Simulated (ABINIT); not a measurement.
Worked example: self-consistent single point of K2NaAsF6 (Fm-3m, 10 atoms in the cell) in ABINIT.

Computed with PBEsol, norm-conserving pseudopotentials (PseudoDojo nc-sr-04 PBEsol standard) (plane waves; ABINIT).

```
CELL_PARAMETERS angstrom
      0.00000     4.33613     4.33613
      4.33613     0.00000     4.33613
      4.33613     4.33613     0.00000
ATOMIC_POSITIONS crystal
  K  0.25000 0.25000 0.25000
  K  0.75000 0.75000 0.75000
  Na 0.50000 0.50000 0.50000
  As 0.00000 0.00000 0.00000
  F  0.23839 0.23839 0.76161
  F  0.76161 0.76161 0.23839
  F  0.76161 0.23839 0.23839
  F  0.23839 0.76161 0.76161
  F  0.23839 0.76161 0.23839
  F  0.76161 0.23839 0.76161
```

Reference input (self-consistent single point, DFT, PBEsol, plane waves, norm-conserving pseudopotentials (PseudoDojo nc-sr-04 PBEsol standard)): pseudos = [K.upf, Na.upf, As.upf, F.upf]; ecut = 44 Ha; ixc = -116133; occopt = 1; ngkpt = 3 3 3; nshiftk = 1; shiftk = 0.5 0.5 0.5; potentials = PseudoDojo nc-sr-04 PBEsol standard; nband = 44; kptopt = 1; nstep = 50; tolvrs = 1e-10. This run's input differs from it in these lines:

```diff
@@ -23,3 +23,3 @@
          8.1940886921   12.4813997776    8.1940886921
-ecut 44
+ecut 26
 ixc -116133
```

The program printed (abridged):

```
--- !BeginCycle
solver: {iscf: 7, nstep: 50, nline: 4, wfoptalg: 0, }
tolerances: {tolvrs: 1.00E-10, }
...

     iter   Etot(hartree)      deltaE(h)  residm     vres2
 ETOT  1  -352.86453153219    -3.529E+02 1.088E+00 1.716E+03
 ETOT  2  -358.41956884944    -5.555E+00 1.130E-01 1.481E+03
 ETOT  3  -358.67890731068    -2.593E-01 4.533E-03 3.848E+02
 ETOT  4  -358.66272961055     1.618E-02 1.083E-03 2.171E+02
 ETOT  5  -358.71345312934    -5.072E-02 1.829E-03 3.147E+00
   [... 5 lines left out ...]
 ETOT 11  -358.71381023143    -8.692E-10 1.847E-04 1.062E-06
 ETOT 12  -358.71381023157    -1.344E-10 9.751E-05 6.331E-08
 ETOT 13  -358.71381023160    -2.660E-11 8.888E-05 2.310E-09
 ETOT 14  -358.71381023159     4.377E-12 4.482E-05 5.041E-11
 At SCF step   14       vres2   =  5.04E-11 < tolvrs=  1.00E-10 =>converged.

 Cartesian components of stress tensor (hartree/bohr^3)
  sigma(1 1)=  3.49596761E-03  sigma(3 2)=  0.00000000E+00
  sigma(2 2)=  3.49596761E-03  sigma(3 1)=  0.00000000E+00
  sigma(3 3)=  3.49596761E-03  sigma(2 1)=  0.00000000E+00

 ----iterations are completed or convergence reached----

 reduced coordinates (array xred) for   10 atoms
       0.250000000000      0.250000000000      0.250000000000
       0.750000000000      0.750000000000      0.750000000000
       0.500000000000      0.500000000000      0.500000000000
       0.000000000000      0.000000000000      0.000000000000
       0.238389999999      0.238389999999      0.761610000001
       0.761610000001      0.761610000001      0.238389999999
   [... lines left out ...]
 Fermi (or HOMO) energy (hartree) =   0.04097   Average Vxc (hartree)=  -0.33075
   [... lines left out ...]
total_energy        : -3.58713810231591E+02
total_energy_eV     : -9.76109918609501E+03
band_energy         : -4.17496971073738E+01
...

-Cartesian components of stress tensor (GPa)         [Pressure= -1.0285E+02 GPa]
- sigma(1 1)=  1.02854901E+02  sigma(3 2)=  0.00000000E+00
- sigma(2 2)=  1.02854901E+02  sigma(3 1)=  0.00000000E+00
- sigma(3 3)=  1.02854901E+02  sigma(2 1)=  0.00000000E+00

 Calculation completed.
```

The run converged in 14 iterations. Against the reference run the free energy goes up by 1.66 eV/atom, the pressure goes from -2.29 to -102.9 GPa, the largest force goes from 0.198 to 0.034 eV/Å and the gap on the mesh stays at 4.483 eV.

The starting cell comes from a database of computed structures (which also holds hypothetical and non-ambient phases and stackings), without a prior relaxation at this level. At the lowered cutoff the pressure carries the error of an incomplete plane-wave basis. The shifted mesh does not hold Γ, so a gap read on it misses any band edge there.

Cost on one core of a shared machine: roughly 4 min.
